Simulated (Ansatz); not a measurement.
Consider Rb₂LiSbCl₆ (space group Fm-3m, No. 225; a = 10.296 Å; a cell from a computed database, its experimental status unchecked). Axes: x, y, z lie along the cube axes.

Computed with PBEsol (Ansatz, a first-principles code; PAW; 420 eV plane waves; no SOC).

Now apply this change: the cell is stretched by 5.47 % along x with no lateral relaxation, atoms relaxed at fixed cell.

Predict the stress tensor and what it implies for the stiffness.

Stress of the strained cell less that of the base (GPa, compression positive):
```
  -1.48    0.00    0.00
   0.00   -0.65    0.00
   0.00    0.00   -0.65
```

Then −Δσ_ii/ε with ε = 0.0547 gives secant stiffness values (nonlinear terms included at this strain): C11 ≈ 27 GPa, C12 ≈ 12 GPa and C13 ≈ 12 GPa.

As a check, the harmonic strain energy −½ V₀ Δσ:ε is 6.9 meV/atom; the computed energy rise is 7.9 meV/atom.

Whether these cells are dynamically stable was not tested.
